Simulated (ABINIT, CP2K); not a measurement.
An ABINIT input for a self-consistent single point of SrZnSbF (P4/nmm, 8 atoms in the cell) (DFT, LDA (PW92), plane waves, PAW (JTH v2.0 LDA PAW)):

```
# SrZnSbF, JTH v2.0 LDA PAW
pp_dirpath "./"
pseudos "Sr.LDA_PW-JTH.xml, Zn.LDA_PW-JTH.xml, Sb.LDA_PW-JTH.xml, F.LDA_PW-JTH.xml"
acell 3*1.0 Angstrom
rprim
         4.3545400000    0.0000000000    0.0000000000
         0.0000000000    4.3545400000    0.0000000000
         0.0000000000    0.0000000000    9.4761600000
natom 8
ntypat 4
znucl 38 30 51 9
typat 1 1 2 2 3 3 4 4
xred
         0.0000000000    0.5000000000    0.8601000000
         0.5000000000    0.0000000000    0.1399000000
         0.5000000000    0.5000000000    0.5000000000
         0.0000000000    0.0000000000    0.5000000000
         0.0000000000    0.5000000000    0.3209800000
         0.5000000000    0.0000000000    0.6790200000
         0.5000000000    0.5000000000    0.0000000000
         0.0000000000    0.0000000000    0.0000000000
ecut 30 Ha
pawecutdg 60 Ha
pawxcdev 0
occopt 7
tsmear 0.00499791
nband 55
kptopt 1
ngkpt 5 5 3
nshiftk 1
shiftk 0 0 0
nstep 60
tolvrs 1.0e-11
prtwf 0
prtden 0
enunit 1
```

Question: Translate this input to CP2K.

Answer: This is the input that was run; spellings and numerical settings could be chosen otherwise.

```
&GLOBAL
  PROJECT srznsbf
  RUN_TYPE ENERGY_FORCE
  PRINT_LEVEL LOW
&END GLOBAL
&FORCE_EVAL
  METHOD Quickstep
  STRESS_TENSOR ANALYTICAL
  &DFT
    BASIS_SET_FILE_NAME BASIS_MOLOPT
    POTENTIAL_FILE_NAME GTH_POTENTIALS
    &QS
      METHOD GPW
      EPS_DEFAULT 1E-10
    &END QS
    &MGRID
      CUTOFF 600
      REL_CUTOFF 50
      NGRIDS 5
    &END MGRID
    &SCF
      SCF_GUESS ATOMIC
      EPS_SCF 1E-7
      MAX_SCF 100
      ADDED_MOS 12
      &DIAGONALIZATION
        ALGORITHM STANDARD
      &END DIAGONALIZATION
      &MIXING
        METHOD BROYDEN_MIXING
        ALPHA 0.3
        NBUFFER 12
        BETA 1.5
      &END MIXING
      &SMEAR ON
        METHOD GAUSSIAN
        SIGMA [eV] 0.136
      &END SMEAR
    &END SCF
    &KPOINTS
      SCHEME MONKHORST-PACK 5 5 3
    &END KPOINTS
    &XC
      &XC_FUNCTIONAL PADE
      &END XC_FUNCTIONAL
    &END XC
    &PRINT
      &MO
        EIGENVALUES T
        OCCUPATION_NUMBERS T
        NDIGITS 8
        FILENAME mo
        &EACH
          QS_SCF 0
        &END EACH
        ADD_LAST NUMERIC
      &END MO
      &MULLIKEN OFF
      &END MULLIKEN
    &END PRINT
  &END DFT
  &SUBSYS
    &CELL
      A 4.35454000 0.00000000 0.00000000
      B 0.00000000 4.35454000 0.00000000
      C 0.00000000 0.00000000 9.47616000
      PERIODIC XYZ
    &END CELL
    &COORD
      Sr       0.00000000     2.17727000     8.15044522
      Sr       2.17727000     0.00000000     1.32571478
      Zn       2.17727000     2.17727000     4.73808000
      Zn       0.00000000     0.00000000     4.73808000
      Sb       0.00000000     2.17727000     3.04165784
      Sb       2.17727000     0.00000000     6.43450216
      F        2.17727000     2.17727000     0.00000000
      F        0.00000000     0.00000000     0.00000000
    &END COORD
    &KIND Sr
      BASIS_SET DZVP-MOLOPT-SR-GTH
      POTENTIAL GTH-PADE-q10
    &END KIND
    &KIND Zn
      BASIS_SET DZVP-MOLOPT-SR-GTH
      POTENTIAL GTH-PADE-q12
    &END KIND
    &KIND Sb
      BASIS_SET DZVP-MOLOPT-SR-GTH
      POTENTIAL GTH-PADE-q5
    &END KIND
    &KIND F
      BASIS_SET DZVP-MOLOPT-SR-GTH
      POTENTIAL GTH-PADE-q7
    &END KIND
  &END SUBSYS
  &PRINT
    &FORCES ON
    &END FORCES
    &STRESS_TENSOR ON
    &END STRESS_TENSOR
  &END PRINT
&END FORCE_EVAL
```

Basis settings and potentials, where a program has them, do not carry over. This input uses DFT LDA (Pade form), GPW, DZVP-MOLOPT-SR-GTH basis, GTH-PADE potentials (GTH_POTENTIALS). LDA parametrisations can differ slightly between programs.

The starting cell comes from a database of computed structures (which also holds hypothetical and non-ambient phases and stackings), without a prior relaxation at this level.
